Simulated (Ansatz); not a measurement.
Take ZnS in the wurtzite structure (space group P6_3mc, No. 186; a = 3.8451 Å, c = 6.3057 Å) as the base.

Modification: the cell is scaled by 1.0138 in all directions, atoms relaxed at fixed cell.

Levels (all Ansatz, a first-principles code, PAW): PBE (420 eV, without spin-orbit coupling); r2SCAN (500 eV, scalar-relativistic without spin-orbit coupling); HSE06 (420 eV, scalar-relativistic without spin-orbit coupling); PBE+SOC (420 eV, noncollinear with spin-orbit coupling).

One geometry, relaxed with PBE, under each level:

The valence-band top lists the three highest levels at Γ (Kramers pairs under SOC), from the VBM.

```csv
level,band gap,lowest conduction level above the VBM at special points,valence-band top at Γ,electron mass,hole mass,pressure
PBE,1.90 eV,Γ 1.90 eV; A 3.35 eV; L 3.51 eV; M 3.70 eV,"0.00, 0.00, -0.07 eV","0.15 mₑ along c, 0.17 mₑ across (at Γ)",–,-2.60 GPa
r2SCAN,(withheld),(withheld),–,(withheld),–,(withheld)
HSE06,3.10 eV,Γ 3.10 eV; A 4.60 eV; L 4.65 eV,–,–,–,–
PBE+SOC,1.88 eV,Γ 1.88 eV; A 3.32 eV; L 3.49 eV; M 3.68 eV,"0.00, -0.03, -0.10 eV","0.15 mₑ along c, 0.17 mₑ across (at Γ)","1.7 mₑ along c, 0.30 mₑ across (at Γ)",-2.61 GPa
```

Give the withheld r2SCAN results.


- r2SCAN, band gap: 2.45 eV
- r2SCAN, lowest conduction level above the VBM at special points: Γ 2.45 eV; A 3.87 eV; L 3.93 eV; M 4.08 eV
- r2SCAN, electron mass: 0.17 mₑ along c, 0.19 mₑ across (at Γ)
- r2SCAN, pressure: -4.77 GPa

Single points use the geometry relaxed with PBE. Their cutoffs differ, which shifts pressures a little. The spin-orbit shifts are approximate. The cells carry an imposed strain or load. Masses are band curvatures over ±0.01 Å⁻¹ around the edge. No phonon test of stability was made.
